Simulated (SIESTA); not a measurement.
Input and output of a self-consistent single point for a (110) slab of Sr3P (cut from a parent of space group no. 194; 16 atoms in the cell) (SIESTA).

Method of the run: LDA PW92, numerical atomic orbitals DZP, PseudoDojo LDA standard norm-conserving potentials (rewritten from UPF to PSML) run with SIESTA.

```
Sr3P
1.0
    5.48046     0.00000     0.00000
    0.00000    13.04948     0.00000
    0.00000     0.00000    19.24840
Sr P
12 4
Direct
  0.25000   0.83965   0.49258
  0.75000   0.66035   0.31171
  0.75000   0.66035   0.49258
  0.25000   0.83965   0.31171
  0.25000   0.07069   0.40214
  0.75000   0.42930   0.40214
  0.25000   0.33965   0.68829
  0.75000   0.16035   0.50742
  0.75000   0.16035   0.68829
  0.25000   0.33965   0.50742
  0.25000   0.57069   0.59785
  0.75000   0.92931   0.59785
  0.75000   0.91667   0.40214
  0.25000   0.58333   0.40214
  0.75000   0.41667   0.59785
  0.25000   0.08333   0.59785
```

Reference input (self-consistent single point, DFT, LDA PW92, numerical atomic orbitals DZP, PseudoDojo LDA standard norm-conserving potentials (rewritten from UPF to PSML)): XC.functional = LDA; XC.authors = PW92; potentials = PseudoDojo LDA standard; PAO.BasisSize = DZP; PAO.EnergyShift = 0.01 Ry; MeshCutoff = 350 Ry; kgrid.MonkhorstPack = 6 3 1; OccupationFunction = FD; ElectronicTemperature = 1160.45 K; Slab.DipoleCorrection = vacuum; MaxSCFIterations = 150; SCF.Mixer.Method = Pulay. This run's input differs from it in these lines:

```diff
@@ -47,3 +47,3 @@
 OccupationFunction           FD
-ElectronicTemperature        1160.45 K
+ElectronicTemperature        348.14 K
 Slab.DipoleCorrection        vacuum
```

Output (repeated stretches shortened):

```
        iscf     Eharris(eV)        E_KS(eV)     FreeEng(eV)     dDmax    Ef(eV) dHmax(eV)
   scf:    1   -11838.095714   -11909.098984   -11909.134747  1.310400 -2.516574  8.266898
Dipole moment in unit cell =      -0.0000      -0.0000       0.0001 D
Electric field for dipole correction =     0.000000     0.000000    -0.000002 eV/Ang/e
   scf:    2   -11919.723227   -11914.848895   -11914.880391  0.059407 -2.440125  5.109421
Dipole moment in unit cell =       0.0000       0.0000      -0.0017 D
Electric field for dipole correction =    -0.000000    -0.000000     0.000046 eV/Ang/e
   [... lines left out ...]
   scf:   13   -11920.515191   -11920.515181   -11920.554792  0.000147 -2.591759  0.000620
Dipole moment in unit cell =      -0.0000      -0.0000       0.0005 D
Electric field for dipole correction =     0.000000     0.000000    -0.000014 eV/Ang/e
   scf:   14   -11920.515190   -11920.515186   -11920.554793  0.000149 -2.591745  0.000379
Dipole moment in unit cell =       0.0000       0.0000      -0.0003 D
Electric field for dipole correction =    -0.000000    -0.000000     0.000010 eV/Ang/e
   scf:   15   -11920.515189   -11920.515187   -11920.554793  0.000068 -2.591742  0.000547
SCF Convergence by DM+H criterion
max |DM_out - DM_in|         :     0.0000680492
max |H_out - H_in|      (eV) :     0.0005472851
SCF cycle converged after 15 iterations

Using DM_out to compute the final energy and forces
Dipole moment in unit cell =       0.0000       0.0000      -0.0003 D
Electric field for dipole correction =    -0.000000    -0.000000     0.000010 eV/Ang/e

siesta: E_KS(eV) =           -11920.5152

siesta: E_KS - E_eggbox =    -11920.5152

siesta: Atomic forces (eV/Ang):
     1   -0.000000    0.069102    0.353564
     2    0.000000    0.068053   -1.555994
     3    0.000000   -0.069138    0.353553
     4    0.000000   -0.068077   -1.556013
     5    0.000000    1.226746   -0.832149
     6    0.000000   -1.226678   -0.832169
     7   -0.000000   -0.067887    1.555628
     8   -0.000000   -0.069063   -0.353159
   [... lines left out ...]
siesta: FreeEng =    -11920.554793
siesta: Cell volume =       1376.590560 Ang**3
siesta:          14.68812102         11.72517005  kBar
   [... lines left out ...]
     9     0.281412    9.718588  Sr
    10     0.004192    9.995808  Sr
    11     0.339694    9.660306  Sr
    12     0.339691    9.660309  Sr
    13    -0.625332    5.625332  P
    14    -0.625327    5.625327  P
    15    -0.625325    5.625325  P
    16    -0.625320    5.625320  P
 Total     0.000000

siesta: Electric dipole (a.u.)  =    0.000000    0.000000   -0.000137
siesta: Electric dipole (Debye) =    0.000000    0.000000   -0.000349
```

The run converged in 15 iterations. Against the reference run the free energy rises by 9.8 meV/atom and the largest force goes from 1.514 to 1.558 eV/Å.

The starting cell comes from a database of computed structures (which also holds hypothetical and non-ambient phases and stackings), without a prior relaxation at this level. The slab is cut from that crystal, and its faces are unrelaxed. Spin polarisation is off, though cut faces can carry moments; the slab shows no gap. Values carry the incompleteness of an atom-centred basis. Forces in this geometry exceed 1 eV/Å.

Cost on one core of a shared machine: roughly 90 s.
